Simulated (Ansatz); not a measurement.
Start from AlN (space group P4_2/mnm, No. 136; a = 5.294 Å, c = 3.109 Å; a hypothetical phase, not in the database extracts checked). Axes: x, y, z lie along a, b, c of the conventional cell.

Perturbation: the cell is compressed by 4.86 % along y with no lateral relaxation; the atoms relax in the strained cell.

Levels (all Ansatz, a first-principles code, PAW): PBEsol (420 eV, scalar-relativistic without spin-orbit coupling); r2SCAN (500 eV, no spin-orbit coupling).

The geometry is relaxed with PBEsol.

| Property | Result |
|---|---|
| PBEsol gap character | direct at Γ |
| PBEsol band gap | 3.96 eV |
| PBEsol pressure | 8.98 GPa |

Q: Predict the gap character, band gap and pressure from r2SCAN.

A: The gap character is still direct at Γ; the band gap grows by 0.71 eV (3.96 eV → 4.67 eV); the pressure decreases by 1.04 GPa to 7.94 GPa.

Single points use the geometry relaxed with PBEsol. Their cutoffs differ, which shifts pressures a little. No phonon test of stability was made. k-point labels follow each cell's own Brillouin zone.
